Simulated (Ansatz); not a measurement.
**Ge: biaxial strain −0.50 %, plane normal [001], relaxed out of plane**

The parent structure is Ge in the diamond structure (space group Fd-3m, No. 227; a = 5.674 Å). Axes: x, y, z lie along the cube axes.

It is then changed as follows: biaxial strain −0.50 %, plane normal [001], relaxed out of plane (Cartesian); in-plane vectors clamped, the third vector and the atoms free.

Computed with DFT with r2SCAN, PAW potentials and a 500 eV plane-wave cutoff in Ansatz (a program for electronic structure), no spin-orbit coupling. k-mesh 10×10×10 (Γ-centred); smearing 0.05 eV (Fermi–Dirac).

- Volume per atom = 22.69 Å³ (base 22.84 Å³)
- Space group = I4_1/amd (No. 141) (base Fd-3m (No. 227))
- Shortest interatomic distance = 2.452 Å (base 2.457 Å)
- Energy relative to the base (free energy F) = +0.5 meV/atom
- Pressure (mean of the normal stresses, compression positive) = 0.48 GPa (base 0.01 GPa)
- Band gap = 0.40 eV (base 0.36 eV)
- Gap character = direct at Γ (base direct at Γ)
- Valence-band top at Γ (three highest levels, from the VBM) = 0.00, 0.00, -0.07 eV (base 0.00, 0.00, 0.00 eV)
- Valley order (the lowest conduction-band minima on the path, energy above the VBM, named in the base's zone) = Γ 0.40 eV; L along [1-1-1] 0.43 eV; a point along [100], about 0.9 Å⁻¹ from Γ 0.73 eV; a point along [001], about 0.9 Å⁻¹ from Γ 0.82 eV (base Γ 0.36 eV; L along ⟨111⟩ 0.44 eV; a point along ⟨100⟩, about 0.9 Å⁻¹ from Γ 0.79 eV)
- Out-of-plane strain = +0.35 %
- Mean in-plane stress (compression positive) = +0.7 GPa

Cost of the whole job for the changed cell (relaxation, final SCF and bands): around 22 core-seconds (rough).

Stability against distortions was not tested. The real Ge has an indirect gap at ambient pressure; r2SCAN orders its close-lying valleys differently. Labels are those of the standard path for the cell's own space group.
